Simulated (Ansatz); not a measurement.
Start from SrTiO₃ in the cubic perovskite structure (space group Pm-3m, No. 221).

```
CELL_PARAMETERS angstrom
      3.85418     0.00000     0.00000
      0.00000     3.85418     0.00000
      0.00000     0.00000     3.85418
ATOMIC_POSITIONS crystal
  Sr 0.00000 0.00000 0.00000
  Ti 0.50000 0.50000 0.50000
  O  0.50000 0.00000 0.50000
  O  0.00000 0.50000 0.50000
  O  0.50000 0.50000 0.00000
```

Cartesian axes are those of the cell as printed.

The values are results of LDA/PAW in Ansatz (a first-principles code), no spin-orbit coupling, not measurements.

Strains are applied to the cell and any free atomic positions relax.

One change was made to it. Results:

The band gap falls by 0.116 eV (1.85 eV → 1.74 eV); the smallest direct gap shrinks by 0.056 eV, from 2.17 eV to 2.12 eV.

### Question
Which change produced these results?
A) uniaxial strain ε_zz = +3.00 %
B) uniaxial strain ε_zz = +1.20 %
C) uniaxial strain ε_zz = +1.80 %

### Answer
A, uniaxial strain ε_zz = +3.00 %. For comparison, the band gap in the other runs: uniaxial strain ε_zz = +1.80 % gives 1.78 eV; uniaxial strain ε_zz = +1.20 % gives 1.80 eV.

Whether these cells are dynamically stable was not tested. All final runs are without spin polarisation. Many cubic perovskites are stable only at high temperature; tilts and polar distortions were not tested.
